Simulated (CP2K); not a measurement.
# Input and output of a self-consistent single point for La3Ga (Pm-3m, 4 atoms in the cell) (CP2K)

Method of the run: PBEsol, GPW, DZVP-MOLOPT-SR-GTH basis, GTH-PBE potentials (GTH_POTENTIALS) (CP2K 2026.2).

Input as run:

```
&GLOBAL
  PROJECT run
  RUN_TYPE ENERGY_FORCE
  PRINT_LEVEL LOW
&END GLOBAL
&FORCE_EVAL
  METHOD Quickstep
  STRESS_TENSOR ANALYTICAL
  &DFT
    BASIS_SET_FILE_NAME BASIS_MOLOPT
    BASIS_SET_FILE_NAME BASIS_MOLOPT_UCL
    POTENTIAL_FILE_NAME GTH_POTENTIALS
    &QS
      METHOD GPW
      EPS_DEFAULT 1E-11
    &END QS
    &MGRID
      CUTOFF 600
      REL_CUTOFF 50
      NGRIDS 5
    &END MGRID
    &SCF
      SCF_GUESS ATOMIC
      EPS_SCF 1E-7
      MAX_SCF 100
      ADDED_MOS 8
      &DIAGONALIZATION
        ALGORITHM STANDARD
      &END DIAGONALIZATION
      &MIXING
        METHOD BROYDEN_MIXING
        ALPHA 0.3
        NBUFFER 10
        BETA 1.5
      &END MIXING
      &SMEAR ON
        METHOD GAUSSIAN
        SIGMA [eV] 0.272
      &END SMEAR
    &END SCF
    &KPOINTS
      SCHEME MONKHORST-PACK 5 5 5
    &END KPOINTS
    &XC
      &XC_FUNCTIONAL
        &PBE
          PARAMETRIZATION PBESOL
        &END PBE
      &END XC_FUNCTIONAL
    &END XC
    &PRINT
      &MO
        EIGENVALUES T
        OCCUPATION_NUMBERS T
        NDIGITS 8
        FILENAME mo
        &EACH
          QS_SCF 0
        &END EACH
        ADD_LAST NUMERIC
      &END MO
      &MULLIKEN OFF
      &END MULLIKEN
    &END PRINT
  &END DFT
  &SUBSYS
    &CELL
      A 4.93068000 0.00000000 0.00000000
      B 0.00000000 4.93068000 0.00000000
      C 0.00000000 0.00000000 4.93068000
      PERIODIC XYZ
    &END CELL
    &COORD
      SCALED
      La       0.00000000     0.50000000     0.50000000
      La       0.50000000     0.00000000     0.50000000
      La       0.50000000     0.50000000     0.00000000
      Ga       0.00000000     0.00000000     0.00000000
    &END COORD
    &KIND La
      BASIS_SET DZVP-MOLOPT-SR-GTH
      POTENTIAL GTH-PBE-q11
    &END KIND
    &KIND Ga
      BASIS_SET DZVP-MOLOPT-SR-GTH
      POTENTIAL GTH-PBE-q13
    &END KIND
  &END SUBSYS
  &PRINT
    &FORCES ON
    &END FORCES
    &STRESS_TENSOR ON
    &END STRESS_TENSOR
  &END PRINT
&END FORCE_EVAL
```

The program printed (abridged):

```
 GLOBAL| Method name                                                        CP2K
 GLOBAL| Project name                                                        run
 GLOBAL| Run type                                                   ENERGY_FORCE

 TOTAL NUMBERS AND MAXIMUM NUMBERS

  Total number of            - Atomic kinds:                                   2
                             - Atoms:                                          4
                             - Shell sets:                                     4
                             - Shells:                                        31
                             - Primitive Cartesian functions:                 27
                             - Cartesian basis functions:                    123
                             - Spherical basis functions:                    103

  Maximum angular momentum of- Orbital basis functions:                        3
                             - Local part of the GTH pseudopotential:          2
                             - Non-local part of the GTH pseudopotential:      4

 SCF PARAMETERS         Density guess:                                    ATOMIC
                        max_scf:                                             100
                        max_diis:                                              4
                        eps_scf:                                        1.00E-07
                        eps_diis:                                       1.00E-01
                        eps_eigval:                                     1.00E-05
                        level_shift [a.u.]:                             0.000000
                        added MOs                                         8    0
                        Mixing method:                            BROYDEN_MIXING
                                                charge density mixing in g-space
                        Smear method:                                   GAUSSIAN
                        Smearing width (sigma) [a.u.]:                  1.00E-02
                        Accuracy threshold:                             1.00E-10
                        No outer SCF

 Extrapolation method: initial_guess

 Number of electrons:                                                         46
 Number of occupied orbitals:                                                 23
 Number of molecular orbitals:                                                31

 Number of orbital functions:                                                103
 Number of independent orbital functions:                                    103

 SCF WAVEFUNCTION OPTIMIZATION

  Step     Update method      Time    Convergence         Total energy    Change
     1 NoMix/Diag. 0.30E+00      -     1.19988676      -170.6925365331 -1.71E+02
     2 Broy./Diag. 0.30E+00      -     0.03537133      -170.1810006824  5.12E-01
     3 Broy./Diag. 0.30E+00      -     0.11905767      -169.5752898767  6.06E-01
     4 Broy./Diag. 0.30E+00      -     0.01783020      -169.3013967129  2.74E-01
     5 Broy./Diag. 0.30E+00      -     0.00795621      -169.3290663452 -2.77E-02
     6 Broy./Diag. 0.30E+00      -     0.00654657      -169.3426826117 -1.36E-02
     7 Broy./Diag. 0.30E+00      -     0.00053111      -169.3275034641  1.52E-02
   [... 5 lines left out ...]
    13 Broy./Diag. 0.30E+00      -     0.00000044      -169.3327761387 -1.37E-06
    14 Broy./Diag. 0.30E+00      -     0.00000034      -169.3327764755 -3.37E-07
    15 Broy./Diag. 0.30E+00      -     0.00000014      -169.3327746467  1.83E-06
    16 Broy./Diag. 0.30E+00      -     0.00000012      -169.3327717805  2.87E-06
    17 Broy./Diag. 0.30E+00      -     0.00000005      -169.3327707782  1.00E-06

  *** SCF run converged in    17 steps ***

  Electronic density on regular grids:        -45.9999999999        0.0000000001
  Core density on regular grids:               45.9999999995       -0.0000000005
  Total charge density on r-space grids:       -0.0000000004
  Total charge density g-space grids:          -0.0000000004

  Overlap energy of the core charge distribution:               0.00000000000000
  Self energy of the core charge distribution:               -288.69655239769179
  Core Hamiltonian energy:                                     66.85145179773546
  Hartree energy:                                              75.55491388117687
  Exchange-correlation energy:                                -23.03649437097024
  Smearing free energy correction:                             -0.00608968805021
  Fermi energy:                                                 0.34200202024200

  Total energy:                                              -169.33277077817397
  Total energy (extrapolated to sigma->0):                   -169.32972593414885

 ENERGY| Total FORCE_EVAL ( QS ) energy [hartree]           -169.332770617555610

 FORCES| Atomic forces [hartree/bohr]
 FORCES|   Atom     x               y               z               |f|
 FORCES|      1 -1.65871743E-11 -2.32150321E-13 -2.31934777E-13   1.65904201E-11
 FORCES|      2 -2.29654602E-13 -1.65844130E-11 -2.38806912E-13   1.65877221E-11
 FORCES|      3 -2.30879427E-13 -2.32950214E-13 -1.65768808E-11   1.65801251E-11
 FORCES|      4  4.26823378E-10  4.26823690E-10  4.26822261E-10   7.39279312E-10
 FORCES| Sum     4.09775670E-10  4.09774176E-10  4.09774639E-10
 FORCES| Total atomic force                                       7.09750822E-10

 STRESS| Analytical stress tensor [bar]
 STRESS|                        x                   y                   z
 STRESS|      x       -6.69464160330E+03   6.79105931936E-05   6.79124793694E-05
 STRESS|      y        6.79105931936E-05  -6.69464223339E+03   6.79112052265E-05
 STRESS|      z        6.79124793694E-05   6.79112052265E-05  -6.69464160346E+03
 STRESS| 1/3 Trace                                            -6.69464181338E+03
```

The run converged in 17 iterations.

The starting cell comes from a database of computed structures (which also holds hypothetical and non-ambient phases and stackings), without a prior relaxation at this level. Values carry the incompleteness of an atom-centred basis. The potentials were made for another functional than the one used.

Cost on one core of a shared machine: roughly 70 s.
